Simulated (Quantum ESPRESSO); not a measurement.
**Pressure against volume in wurtzite CdSe (space group 186) (Quantum ESPRESSO, PBE)**

```
CELL_PARAMETERS angstrom
      4.22354     0.00000     0.00000
     -2.11177     3.65769     0.00000
      0.00000     0.00000     6.88535
ATOMIC_POSITIONS crystal
  Cd 0.33333 0.66667 0.00000
  Cd 0.66667 0.33333 0.50000
  Se 0.33333 0.66667 0.37600
  Se 0.66667 0.33333 0.87600
```

Level of theory: PBE, GBRV 1.5 ultrasoft (PBE) pseudopotentials (plane waves; Quantum ESPRESSO 7.5). Settings: ecutwfc = 52 Ry; ecutrho = 260 Ry; occupations = smearing; smearing = fermi-dirac; degauss = 0.000734986 Ry; potentials = {Cd: cd_pbe_v1.uspp.F.UPF, Se: se_pbe_v1.uspp.F.UPF}; K_POINTS = automatic 9 9 5 0 0 0; conv_thr = 1e-10 Ry; mixing_beta = 0.4. The cell above is the first row's. The rows scale it uniformly. In all rows fractional positions and the k mesh are held.

| V (Å^3/atom) | P (GPa) |
|---|---|
| 26.592 | ? |
| 27.170 | 4.77 |
| 27.748 | 3.41 |
| 28.326 | 2.20 |
| 28.904 | 1.11 |
| 29.482 | 0.14 |
| 30.060 | -0.74 |
| 30.639 | -1.52 |
| 31.217 | -2.22 |

The 8 complete rows are fitted with a cubic, P against V. With u = V - 29.2, the rows have u = -2.0300, -1.4520, -0.8740, -0.2960, 0.2820, 0.8600, 1.4390, 2.0170. Least squares gives P = 0.597 - 1.6827·u + 0.1623·u² - 0.01031·u³. Residuals (row less fit): 0.002, -0.004, 0.001, 0.000, 0.005, -0.003, -0.001, 0.001; standard error 0.004 (degrees of freedom: 4). The fitted pressure is zero at V0 = 29.57, where dP/dV = -1.568, so B0 = -V0·dP/dV = 46.3 GPa.

Problem. What does the fit predict for P at V = 26.592, and how far is the calculated value from it?

Solution. u = -2.6080, so P = 0.597 - 1.6827 × (-2.6080) + 0.1623 × (-2.6080)² - 0.01031 × (-2.6080)³ = 6.272 GPa. The calculation gives 6.29 GPa, 0.018 GPa above the prediction (0.2 % of the range of P in the table). The row lies outside the fitted rows, so this is an extrapolation. From the scatter of the fitted rows alone, a prediction at this place has a standard error of 0.010 GPa, so the miss is 1.7 times that.

Carrying the step between the two nearest rows on in a straight line would have given 6.13, off by 0.16; series whose last step already gives the withheld value aren't shown. The scan was laid around a cell of about the measured size, scaled by a guess for this functional; axis ratios and inner coordinates come from that cell. The runs keep the symmetry of the cell, so they don't test it for distortions. The shape of the cell and the inner coordinates aren't relaxed, so V0 and B0 belong to this uniform scaling; a relaxed crystal lies no higher in energy and is usually softer. Cutoffs and mesh are single choices, not tested for convergence of this quantity. Series with a scatter that would blur these digits, or in which a gap closes, are not shown.
